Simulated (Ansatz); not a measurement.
The parent structure is BaTiO3 (space group P4mm, No. 99; a = 3.972 Å, c = 4.113 Å). Axes: x, y, z lie along a, b, c of the conventional cell.

Method: DFT with r2SCAN, PAW potentials and a 500 eV plane-wave cutoff in Ansatz (an electronic-structure program), no spin-orbit coupling.

For the base:

- Band gap = 2.23 eV
- Shortest interatomic distance = 1.821 Å

Modification: uniaxial stress, 1 GPa compression along z, with the cell and atoms free to relax against it.

Task: Predict the new energy relative to the base.

Result: The energy goes up by 0.4 meV/atom.

Task: Predict the new band gap.

Result: The band gap stays 2.23 eV.

Task: How does this affect the shortest interatomic distance?

Result: The shortest interatomic distance goes up by 0.009 Å (1.821 Å → 1.830 Å).

Load acts through the strain it causes; cell and atoms are relaxed under it. Stability under load was not tested beyond the relaxation. All final runs are without spin polarisation.
